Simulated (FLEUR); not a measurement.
## Short convergence ladders for Sb (R-3m, 2 atoms in the cell)

```
CELL_PARAMETERS angstrom
      3.97713    -2.16578     0.00000
      3.97713     2.16578     0.00000
      2.79774     0.00000     3.56101
ATOMIC_POSITIONS crystal
  Sb 0.23791 0.23791 0.23791
  Sb 0.76650 0.76650 0.76650
```

Base method: PBEsol, all-electron FLAPW (FLEUR), scalar-relativistic valence.

Base settings: Kmax = 3.9 1/bohr; GmaxXC = 11.7 1/bohr; xcFunctional = PBEs; jspins = 1; l_soc = F; mode = hist; fermiSmearingEnergy = 0.00367493 Htr; mesh (inpgen div1-3) = 4 4 4; inpgen gamma flag = true; Gmax = 11.7 1/bohr.

Core times come from one kind of shared machine, to one figure; runs under 30 s give none.

**The k-point mesh**

Moved along: kpt_gamma.

The second cell is the first with its lattice scaled by 0.98.

Only quantities that move along the ladder and can be compared are tabulated.

```tsv
kpt_div	free energy less the last step's (meV/atom)	energy of the compressed cell less the first (meV/atom)	core time / last (rough)
2 2 2	993.33	69.47	–
4 4 4	-18.94	4.53	0.2
5 5 5	-16.08	3.42	0.2
7 7 7	-7.10	4.33	0.5
8 8 8	-2.06	3.63	1
10 10 10	0.00	3.99	1
```

Coarsest kpt_div that holds the free energy within 5 meV/atom of the last step, with all finer ones: 8 8 8; the step before is off by 7.1 meV/atom.

Coarsest kpt_div that holds the energy of the compressed cell less the first within 2 meV/atom of the last step, with all finer ones: 4 4 4, at about 0.2 of the last step's time; the step before is off by 65 meV/atom.

**The k-point mesh at a smearing width of 0.02 eV**

In this ladder: fermiSmearingEnergy = 0.00073499 Htr. Moved along: kpt_gamma.

Only quantities that move along the ladder and can be compared are tabulated.

```csv
kpt_div,free energy less the last step's (meV/atom),core time / last (rough)
3 3 3,-50.02,–
5 5 5,-16.88,0.1
7 7 7,-9.12,0.5
10 10 10,-1.23,1
12 12 12,0.00,1
```

Coarsest kpt_div that holds the free energy within 5 meV/atom of the last step, with all finer ones: 10 10 10; the step before is off by 9.1 meV/atom.

**The mesh under tetrahedron occupations**

In this ladder: mode = tetra; fermiSmearingEnergy = 0.0001 Htr.

Only quantities that move along the ladder and can be compared are tabulated.

| kpt_div | free energy less the last step's (meV/atom) | core time / last (rough) |
|---|---|---|
| 4 4 4 | -17.57 | 0.1 |
| 5 5 5 | -16.83 | 0.1 |
| 6 6 6 | -2.09 | 0.3 |
| 9 9 9 | -2.20 | 0.8 |
| 11 11 11 | 0.00 | 1 |

Coarsest kpt_div that holds the free energy within 5 meV/atom of the last step, with all finer ones: 6 6 6, at about 0.3 of the last step's time; the step before is off by 17 meV/atom.

Two neighbours can agree and both be off: 4 4 4 and 5 5 5 differ by 0.74 meV/atom in the free energy, yet lie about 17 meV/atom from the last step.

On the base run: the starting cell has typed, rounded lattice constants, without a prior relaxation at this level. Its lattice was rescaled by up to half a per cent. One atom was moved a little off its site on purpose. Values depend on the basis (sphere radii, cutoffs, local orbitals), which need not be converged.
